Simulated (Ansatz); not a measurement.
The reference is Mg in the hcp (Mg type) structure (space group P6_3/mmc, No. 194; a = 3.175 Å, c = 5.163 Å; relaxed with 0.1 eV smearing).

Structures relaxed with Ansatz (a quantum-chemistry and plane-wave program), PBEsol, PAW, cutoff 420 eV, scalar-relativistic without spin-orbit coupling.

Base:

Simulated powder pattern, Mo Kα, λ = 0.71073 Å (kinematic, ideal powder, no thermal factors, no anomalous dispersion; the 14 strongest lines at most, above 2 %, up to 2θ = 40°):

```json
[
 {"2θ (°)": "14.85", "I/Imax (%)": "23", "hkl": "(100)"},
 {"2θ (°)": "15.83", "I/Imax (%)": "26", "hkl": "(002)"},
 {"2θ (°)": "16.84", "I/Imax (%)": "100", "hkl": "(101)"},
 {"2θ (°)": "21.77", "I/Imax (%)": "16", "hkl": "(102)"},
 {"2θ (°)": "25.87", "I/Imax (%)": "19", "hkl": "(110)"},
 {"2θ (°)": "28.20", "I/Imax (%)": "22", "hkl": "(103)"},
 {"2θ (°)": "29.96", "I/Imax (%)": "3.0", "hkl": "(200)"},
 {"2θ (°)": "30.47", "I/Imax (%)": "22", "hkl": "(112)"},
 {"2θ (°)": "31.03", "I/Imax (%)": "16", "hkl": "(201)"},
 {"2θ (°)": "31.96", "I/Imax (%)": "3.1", "hkl": "(004)"},
 {"2θ (°)": "34.06", "I/Imax (%)": "3.7", "hkl": "(202)"},
 {"2θ (°)": "35.41", "I/Imax (%)": "3.2", "hkl": "(104)"},
 {"2θ (°)": "38.64", "I/Imax (%)": "6.8", "hkl": "(203)"}
]
```

After one change:

Simulated powder pattern, Mo Kα, λ = 0.71073 Å (kinematic, ideal powder, no thermal factors, no anomalous dispersion; the 14 strongest lines at most, above 2 %, up to 2θ = 40°):

| 2θ (°) | I/Imax (%) |
|---|---|
| 14.78 | 23 |
| 15.75 | 26 |
| 16.76 | 100 |
| 21.66 | 16 |
| 25.74 | 19 |
| 28.06 | 22 |
| 29.81 | 3.0 |
| 30.32 | 22 |
| 30.87 | 16 |
| 31.80 | 3.1 |
| 33.88 | 3.7 |
| 35.23 | 3.2 |
| 38.44 | 6.8 |

**Question.** Which of these changes matches the shifts?
A. isotropic strain −1.00 %
B. isotropic strain +0.50 %
C. isotropic strain +2.00 %
D. isotropic strain −2.00 %

**Answer.** B, isotropic strain +0.50 %. Its volume per atom is 22.88 Å³ against 22.54 Å³, and its space group is P6_3/mmc (No. 194).

Stability against distortions was not tested.
